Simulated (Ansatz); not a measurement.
Start from Ba3PbO in the anti-perovskite structure (space group Pm-3m, No. 221).

```
Ba3PbO
1.0
    5.41311     0.00000     0.00000
    0.00000     5.41311     0.00000
    0.00000     0.00000     5.41311
Ba Pb O
3 1 1
Direct
  0.50000   0.00000   0.50000
  0.00000   0.50000   0.50000
  0.50000   0.50000   0.00000
  0.00000   0.00000   0.00000
  0.50000   0.50000   0.50000
```

Computed with PBEsol (Ansatz, an electronic-structure program), no spin-orbit coupling.

Base values:

| Item | Result |
|---|---|
| Pressure | 0.0 GPa |
| Band gap | zero |

Perturbation: the cell is scaled by 1.0099 in all directions; the atoms relax in the strained cell.

Q: Predict the new energy relative to the base.

A: The energy goes up by 3.3 meV/atom.

Q: What does the calculation give for the pressure after the change?

A: The pressure goes from zero to -1.1 GPa.

Q: What does the calculation give for the band gap after the change?

A: The band gap remains zero.

With Pb present, leaving out spin-orbit coupling can change the band edges. Stability against distortions was not tested. All final runs are without spin polarisation. A zero or small gap of Ba3PbO can be the functional's error rather than a property of the material.
